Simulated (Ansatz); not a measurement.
An Ansatz (an electronic-structure program) run: PtS2 with a change (biaxial strain +2.50 %, plane normal [001], relaxed out of plane); DFT with PBE-D3(BJ), PAW potentials and a 420 eV plane-wave cutoff in Ansatz, no spin-orbit coupling.

Input:

Ansatz 0.2 input:
```yaml
crystal:
  lattice:
    - [3.6732270859, 0, 0]
    - [1.836613543, 3.1811079703, 0]
    - [0, 0, 4.5985846747]
  atoms:
    - { symbol: Pt, position: [0, 0, 0] }
    - { symbol: S, position: [0.6666666667, 0.6666666667, 0.2589736806] }
    - { symbol: S, position: [0.3333333333, 0.3333333333, 0.7410263194] }
basis: { ecutwfc: 420, ecutrho_ratio: 4, xc_grid: 2, fft_grid_basis: typed }
kpoints: { mp_grid: { grid: [15, 15, 10] } }
hamiltonian:
  xc: pbe
  dispersion: d3bj
  pseudopotentials: { kind: paw }
scf: { occupations: { method: fermi_dirac, width: 0.05 } }
relax: { f_tol: 0.005, max_steps: 50, cell: { stress_tol: 0.01, fix: [a, b, gamma] } }
output: { forces: true, stress: true }
checkpoint: { write: state.ck, write_every: 1000 }
```

Output (explanatory and most iteration lines left out):

```
Relaxation: its limit of steps is 50 (relax.max_steps)
Pseudopotential: Pt, paw, valence charge 18
Pseudopotential: S, paw, valence charge 6
Crystal: 3 atoms, lattice volume = 53.734 Å³
Basis set: ecut = 420 eV, 1035 PW (Γ), exchange–correlation on 50×50×64 points (8 copies of the dense FFT grid, shifted against one another)
Bands: 19, of which v1, the nominal top of the filled ones, is band 15 counted from 1 (14 counted from 0)
Symmetry: 12 space group operations
Space group: P-3m1 (ITA 164), of the structure as read, at distance tolerance 3.8e-5 Å
k-points: 238 of 2250
Functional: x = pbe(κ = 0.804, μ = 0.2195149727645171), c = pbe(β = 0.06672455060314922)
SCF iter   1: F=—  HF=-14329.406246 eV  |F-HF|=—  |Δ(HF+E_count)|=         —  Δρ=3.49e-3  dr2=3.86e-3  ethr=1.77e-3  ⟨swp⟩=5.1  Hψ=22060  notcnv=0
SCF iter   2: F=—  HF=-14329.406653 eV  |F-HF|=—  |Δ(HF+E_count)|=   4.07e-4  Δρ=1.63e-3  dr2=8.34e-4  ethr=1.29e-5  ⟨swp⟩=2.2  Hψ=7544  notcnv=0
SCF 1 converged in 6 iterations: F = -14329.406833 eV  dr2 = 8.27e-9
relax step   1: F+E_penalty+E_count = -14329.40683317 eV  Δ(F+E_penalty+E_count) = +0.000e0 eV  max|allowed force component| = 3.267e-1 eV/Å  Δτ_max = 0.0000 Å  P = -6.306 GPa  Ω = 53.734 Å³  fix = [a, b, gamma]  reactions: a -8.005, b -8.005 GPa  (6 SCF iters, dr2 threshold 1.00e-7 eV, accepted)
[... steps on the carried basis left out ...]
relax step   5: F+E_penalty+E_count = -14329.42005194 eV  Δ(F+E_penalty+E_count) = -2.271e-6 eV  max|allowed force component| = 1.089e-4 eV/Å  Δτ_max = 0.0001 Å  P = -3.959 GPa  Ω = 52.499 Å³  energy of the carried Pulay correction = +2.393e-4 eV  fix = [a, b, gamma]  reactions: a -5.939, b -5.939 GPa  (6 SCF iters, dr2 threshold 7.25e-10 eV, accepted)
Crystal: 3 atoms, lattice volume = 52.499 Å³
SCF iter   1: F=—  HF=-14329.419821 eV  |F-HF|=—  |Δ(HF+E_count)|=         —  Δρ=4.45e-5  dr2=1.65e-7  ethr=8.29e-8  ⟨swp⟩=3.0  Hψ=34895  notcnv=0
SCF iter   2: F=—  HF=-14329.419835 eV  |F-HF|=—  |Δ(HF+E_count)|=   1.42e-5  Δρ=2.26e-5  dr2=3.90e-8  ethr=5.49e-10  ⟨swp⟩=2.8  Hψ=8648  notcnv=0
SCF 6 converged in 9 iterations: F = -14329.419835 eV  dr2 = 1.76e-17
SCF converged after 9 iterations
Free energy (F): -14329.419835 eV
Internal energy: -14329.417624 eV  (E = F + TS)
E sigma→0 (E₀):  -14329.418730 eV
Entropy (-TS):   -0.002211 eV (-0.737 meV/atom)
Fermi energy:    12.101439 eV
  E_disp       = -1.338746  (pairwise vdW)
--- Forces (eV/Å), atoms counted from 1 ---
  atom   1  Pt    -0.00000000     0.00000000     0.00000000
  atom   2  S      0.00000000    -0.00000000    -0.00012278
  atom   3  S     -0.00000000     0.00000000     0.00012278
--- Stress (GPa, compression-positive) ---
       -5.934523       0.000000       0.000000
        0.000000      -5.934523      -0.000000
        0.000000      -0.000000      -0.003072
  P = ⅓ Tr σ = -3.9574 GPa (-39.574 kbar)
--- Relaxed structure (5 steps of the walk, 5 accepted, 1 SCFs on fresh bases) ---
  cell:  # Å, volume = 52.4990 Å³
    - [3.6732270859239686, -2.8867471342751548e-11, 5.411982135942375e-18]
    - [1.8366135429869843, 3.1811079702648084, 5.4119821359177924e-18]
    - [6.7753660549814525e-18, 3.911759415595263e-18, 4.492882685219932]
  atoms:
    - { symbol: Pt, position: [-3.6878281013297584e-34, 2.760587363121017e-34, -4.911847200375458e-22] }
    - { symbol: S, position: [0.6666666666666665, 0.6666666666666666, 0.25786873537154076] }
    - { symbol: S, position: [0.33333333333333326, 0.3333333333333333, 0.7421312646284594] }
```

With Pt present, leaving out spin-orbit coupling can change the band edges. Whether these cells are dynamically stable was not tested. The final runs are not spin-polarised. The cell was made from PtS$_{2}$ in the CdI2 type structure (space group P-3m1, No. 164; layered, stacked along the Cartesian z axis) by this change: biaxial strain +2.50 %, plane normal [001], relaxed out of plane.
